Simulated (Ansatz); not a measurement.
Consider a periodic stack without vacuum, bcc V (1 1 0) on beta Ga2O3 (0 0 1) (film strained to the substrate, started from cuts of the bulks and a machine-learned relaxation; slabs Ga8O14 and V15, which can lie off the formulas): substrate slab Ga8O14, film V15, surface cells [[0, -1], [1, 0]] and [[2, 1], [1, 2]], film strained by -2.1 and +2.9 %, outermost planes O/O and V/V as cut, which need not be the usual terminations and can put a slab off its formula. Its start:

```
CELL_PARAMETERS angstrom
      3.08342     0.00000     0.00857
      1.54171     6.22748     0.00422
     -1.34336    -0.51805    23.44159
ATOMIC_POSITIONS crystal
  Ga 0.36698 0.47706 0.23954
  Ga 0.42944 0.25996 0.10793
  Ga 0.71676 0.72962 0.11719
  Ga 0.10224 0.99402 0.21751
  Ga 0.56202 0.24997 0.47934
  Ga 0.63686 0.02262 0.34412
  Ga 0.90528 0.50177 0.36655
  Ga 0.30331 0.77947 0.46357
  O  0.18014 0.76596 0.06847
  O  0.41223 0.17418 0.03186
  O  0.36184 0.54941 0.31730
  O  0.64431 0.94756 0.26707
  O  0.23447 0.69635 0.18580
  O  0.56893 0.02605 0.15573
  O  0.85317 0.41867 0.11490
  O  0.94724 0.30959 0.22999
  O  0.49794 0.34975 0.55468
  O  0.84658 0.74582 0.51484
  O  0.43946 0.47660 0.42863
  O  0.76287 0.80463 0.39850
  O  0.05862 0.18757 0.35474
  O  0.13846 0.09042 0.47090
  V  0.21889 0.66245 0.59589
  V  0.64635 0.96969 0.61247
  V  0.01863 0.29941 0.61838
  V  0.48971 0.30967 0.70223
  V  0.80388 0.64394 0.69905
  V  0.15742 0.96840 0.70244
  V  0.67679 0.98081 0.79201
  V  0.00821 0.31568 0.79173
  V  0.33986 0.64889 0.79128
  V  0.86269 0.65710 0.88159
  V  0.21514 0.98502 0.88294
  V  0.52554 0.32084 0.88143
  V  0.98846 0.33174 0.96769
  V  0.38427 0.65756 0.97313
  V  0.81669 0.97275 0.97791
```

The start was prepared with a machine-learned potential, and the result is one local minimum, with the in-plane cell held and forces under 0.04 eV/Å; the film can end far from its bulk form.

Calculation: PBE (plane waves to 420 eV, PAW; Ansatz, an electronic-structure program). No spin–orbit coupling; the runs are not spin-polarised; PBE gaps are too small against experiment. Its k-point mesh 10×5×1, Fermi–Dirac width 0.05 eV.

### Question
Predict the relaxed interface.

### Answer
The interface area is 19.2 Å². The period is 22.84 Å and the heights between the nearest atoms of the two slabs at the two interfaces is 0.89 and 0.90 Å. The O–V contacts across the interfaces within 1.22 times the sum of covalent radii is 14, mean 2.22 Å. The Ga–V contacts across the interfaces within 1.22 times the sum of covalent radii is 3, mean 3.21 Å.
